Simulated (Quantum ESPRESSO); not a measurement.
Quantum ESPRESSO 7.5, DFT, PBE, plane waves, SSSP 1.1.2 efficiency PBE: corundum Al2O3 (O6Al4), 10 atoms. Basis and mesh were picked for this test and aren't claimed converged.

* **cell**: 5.13, 5.13, 5.13 Å; 55.3, 55.3, 55.3°
* **task**: scf
* **ecutwfc**: 45 Ry
* **ecutrho**: 360 Ry
* **occupations**: fixed
* **conv_thr**: 1e-08 Ry
* **tprnfor**: true
* **tstress**: false
* **diagonalization**: david (default)
* **mixing_mode**: plain (default)
* **mixing_beta**: 0.7 (default)
* **mixing_ndim**: 8 (default)
* **k-points computed (base settings)**: 32
* **bands (base settings)**: 24
* **electrons (base settings)**: 48
* **G-vectors of the density (base settings)**: 66109
* **FFT grid (base settings)**: 60×60×60
* **symmetry operations (base settings)**: 12

Hardware: AMD EPYC (Zen 5), 96 cores on 1 socket, no SMT, 12 L3 cache groups; 94 cores' worth of CPU time may be used.

Each time is the median wall time of two to five repeats, run one at a time on the otherwise empty machine; start-up is included. Unless noted, each process is bound to its own block of adjacent cores. The build: conda-forge: Open MPI 5.0, OpenMP, OpenBLAS 0.3.34 (pthreads), FFTW, ScaLAPACK, ELPA; another build can shift the numbers. Scratch files lie in a memory file system.

All on 24 ranks. Base settings, kept where nothing else is said: k_points = 6×6×6, -nk 12, noinv = false (default). The candidates, on 24 cores each, agree within 1.0 meV/atom in energy, 10 meV/Å in forces (largest component):
A. the base settings
B. k_points = 8×8×8, -nk 24
C. k_points = 4×4×4, -nk 8
D. noinv = true

Problem. Which would you take for the shortest time to solution?

Solution. C (k_points = 4×4×4, -nk 8), 3.2 s. At the other end B takes 2.1× as long.

```tsv
candidate	wall time	repeats	SCF iterations
C	3.2 s	3 runs within 1 %	13
D	4.1 s	3 runs within 1 %	11
A	4.1 s	3 runs within 1 %	11
B	6.7 s	2 runs within 1 %	11
```
